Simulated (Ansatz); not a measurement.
Pb under a change: biaxial strain −0.68 %, plane normal [001], relaxed out of plane

The reference is Pb in the fcc (Cu type) structure (space group Fm-3m, No. 225; a = 4.934 Å; relaxed with 0.1 eV smearing). Axes: x, y, z lie along the cube axes.

Modification: biaxial strain −0.68 %, plane normal [001], relaxed out of plane (Cartesian); in-plane vectors clamped, the third vector and the atoms free.

Computed with PBEsol, PAW, 420 eV (Ansatz, an electronic-structure program; no SOC). Settings: 23×23×23 k-points, 0.1 eV Fermi–Dirac smearing.

```csv
quantity,base,changed,shift
volume per atom,30.03 Å³,29.92 Å³,-0.11 Å³
space group,Fm-3m (No. 225),I4/mmm (No. 139),–
shortest interatomic distance,3.489 Å,3.465 Å,-0.024 Å
energy relative to the base (free energy F),0 meV/atom,+0.3 meV/atom,+0.3 meV/atom
"pressure (mean of the normal stresses, compression positive)",0.0 GPa,0.2 GPa,+0.2 GPa
band gap,zero,zero,–
out-of-plane strain,–,+1.01 %,–
mean in-plane stress (compression positive),–,+0.2 GPa,–
```

Final structure (turned so that z lies along the plane normal):

```xyz
1
Lattice="3.4652 0.0000 0.0000 0.0000 3.4652 0.0000 1.7326 -1.7326 2.4921" Properties=species:S:1:pos:R:3 pbc="T T T"
Pb     0.0000     0.0000     0.0000
```

Cost of the whole job for the changed cell (relaxation, final SCF and bands): roughly 80 core-seconds.

No phonon test of stability was made.
